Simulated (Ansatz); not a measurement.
Start from BiB in the zinc blende structure (space group F-43m, No. 216; a = 5.456 Å; a hypothetical phase, not in the database extracts checked).

Modification: hydrostatic tension (pressure −2 GPa).

Levels (all Ansatz, an electronic-structure program, PAW): PBEsol (420 eV, no spin-orbit coupling); r2SCAN (500 eV, no SOC).

The geometry is relaxed with PBEsol.

| Quantity | Result |
|---|---|
| PBEsol width of the top valence band | 4.15 eV |
| PBEsol band gap | 0.25 eV |
| PBEsol pressure | -2.01 GPa |

With r2SCAN at the same geometry, the width of the top valence band increases by 0.18 eV (4.15 eV → 4.33 eV); the band gap grows by 0.08 eV, from 0.25 eV to 0.33 eV; the pressure increases by 1.451 GPa, from -2.01 GPa to -0.55 GPa.

Single points use the geometry relaxed with PBEsol. Their cutoffs differ, which shifts pressures a little. Spin-orbit coupling, missing from the scalar runs, can matter with Bi. Load acts through the strain it causes; cell and atoms are relaxed under it. Whether these cells are dynamically stable was not tested. The zero or small gap of BiB under pressure −2 GPa can change with the level of theory.
